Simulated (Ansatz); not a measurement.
Input and output of a self-consistent single point for NbH (I4mm, 2 atoms in the cell) (Ansatz, an electronic-structure program).

Level of theory: PBEsol, default PAW files made with PBE (plane waves; Ansatz).

```
CELL_PARAMETERS angstrom
     -1.59893     1.59893     1.97438
      1.59893    -1.59893     1.97438
      1.59893     1.59893    -1.97438
ATOMIC_POSITIONS crystal
  Nb 0.01266 0.01266 0.00000
  H  0.50000 0.50000 0.00000
```

Reference input (self-consistent single point, DFT, PBEsol, plane waves, default PAW files made with PBE): basis.ecutwfc = 420 eV; kpoints.mp_grid.grid = 14 14 14; hamiltonian.xc = pbesol; hamiltonian.pseudopotentials = {kind: paw} (the program's default PAW files); scf.occupations.method = fermi_dirac; scf.occupations.width = 0.1 eV. This run's input differs from it in these lines:

Ansatz 0.2 input:
```diff
@@ -12,3 +12,3 @@
   mp_grid:
-    grid: [14, 14, 14]
+    grid: [19, 19, 19]
 hamiltonian:
@@ -20,3 +20,3 @@
     method: fermi_dirac
-    width: 0.1 eV
+    width: 0.3 eV
 output:
```

Output, abridged:

```
SCF iter   1: F=—  HF=-4511.626677 eV  |F-HF|=—  |Δ(HF+E_count)|=         —  Δρ=5.70e-3  dr2=3.91e-3  ethr=1.77e-3  ⟨swp⟩=5.1  Hψ=33893  notcnv=0
all-band conjugate gradients solve this SCF's bands
preconditioner: auto → none
SCF iter   2: F=—  HF=-4511.626103 eV  |F-HF|=—  |Δ(HF+E_count)|=   5.74e-4  Δρ=3.14e-3  dr2=1.22e-3  ethr=2.79e-5  ⟨swp⟩=1.3  Hψ=11405  notcnv=0
SCF iter   3: F=—  HF=-4511.625867 eV  |F-HF|=—  |Δ(HF+E_count)|=   2.36e-4  Δρ=2.99e-4  dr2=1.07e-5  ethr=8.73e-6  ⟨swp⟩=1.9  Hψ=7132  notcnv=0
SCF iter   4: F=—  HF=-4511.625865 eV  |F-HF|=—  |Δ(HF+E_count)|=   1.90e-6  Δρ=7.28e-5  dr2=9.79e-7  ethr=7.66e-8  ⟨swp⟩=2.0  Hψ=10356  notcnv=0
iter 5 did not close the SCF: its close was put off for the readings that it lacked (scf_convergence_deferred on its scf_iter line)
SCF iter   5: F=-4511.625865 eV  HF=-4511.625865 eV  |F-HF|=5.27e-8  |Δ(HF+E_count)|=   2.17e-7  Δρ=2.60e-5  dr2=8.84e-8  ethr=6.99e-9  ⟨swp⟩=2.2  Hψ=10543  notcnv=0
SCF iter   6: F=-4511.625865 eV  HF=-4511.625865 eV  |F-HF|=7.49e-10  |Δ(HF+E_count)|=   2.15e-8  Δρ=5.05e-6  dr2=2.02e-9  ethr=6.31e-10  ⟨swp⟩=2.0  Hψ=23560  notcnv=0
SCF 1 converged in 6 iterations: F = -4511.625865 eV  dr2 = 2.02e-9
Free energy (F): -4511.625865 eV
Internal energy: -4511.307624 eV  (E = F + TS)
E sigma→0 (E₀):  -4511.466744 eV
Entropy (-TS):   -0.318241 eV (-159.121 meV/atom)
Fermi energy:    17.015709 eV
--- Forces (eV/Å), atoms counted from 1 ---
  atom   1  Nb    -0.00000000    -0.00000000    -0.45084469
  atom   2  H      0.00000000     0.00000000     0.45085138
--- Stress (GPa, compression-positive) ---
       -5.425283      -0.000000       0.000000
       -0.000000      -5.425283      -0.000000
        0.000000      -0.000000       0.054960
  P = ⅓ Tr σ = -3.5985 GPa (-35.985 kbar)
  The stress holds the Pulay correction. Without it, at fixed plane waves, as pw.x and ABINIT print it: P = -3.7038 GPa
```

The run converged in 6 iterations. Against the reference run the free energy falls by 69.2 meV/atom, the pressure goes from -4.67 to -3.60 GPa and the largest force goes from 0.462 to 0.451 eV/Å. The full log also holds: “iter 5 did not close the SCF: its close was put off for the readings that it lacked (scf_convergence_deferred on its scf_iter line)”.

The starting cell comes from a database of computed structures (which also holds hypothetical and non-ambient phases and stackings), without a prior relaxation at this level. Its lattice was rescaled by up to half a per cent. One atom was moved a little off its site on purpose. Spin polarisation is off. With a pressure of about -4 GPa the cell is away from its equilibrium volume at this level. Ansatz's pressure includes its estimate of the finite-basis (Pulay) stress.
